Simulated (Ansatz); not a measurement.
**ScAl3: isotropic strain +1.80 %**

Take ScAl3 in the Cu3Au type structure (space group Pm-3m, No. 221; a = 4.033 Å; relaxed with 0.1 eV smearing) as the base.

One thing is altered: an isotropic linear strain of +1.80 %; the atoms relax in the strained cell.

Level of theory: LDA in Ansatz (plane waves to 420 eV, PAW, no spin-orbit coupling). Settings: 14×14×14 k-points, 0.1 eV Fermi–Dirac smearing.

- Volume per atom = 17.30 Å³ (base 16.40 Å³)
- Space group = Pm-3m (No. 221) (base Pm-3m (No. 221))
- Shortest interatomic distance = 2.903 Å (base 2.852 Å)
- Energy relative to the base (free energy F) = +14 meV/atom
- Pressure = -4.6 GPa (base 0.0 GPa)
- Band gap = zero (base zero)

Final structure:

```yaml
crystal:
  lattice:
    - [4.10527, 0.00000, 0.00000]
    - [0.00000, 4.10527, 0.00000]
    - [0.00000, 0.00000, 4.10527]
  atoms:
    - { symbol: Sc, position: [0.00000, 0.00000, 0.00000] }
    - { symbol: Al, position: [0.00000, 0.50000, 0.50000] }
    - { symbol: Al, position: [0.50000, 0.00000, 0.50000] }
    - { symbol: Al, position: [0.50000, 0.50000, 0.00000] }
```

Stability against distortions was not tested. All final runs are without spin polarisation.

Ansatz is a quantum-chemistry and plane-wave program.
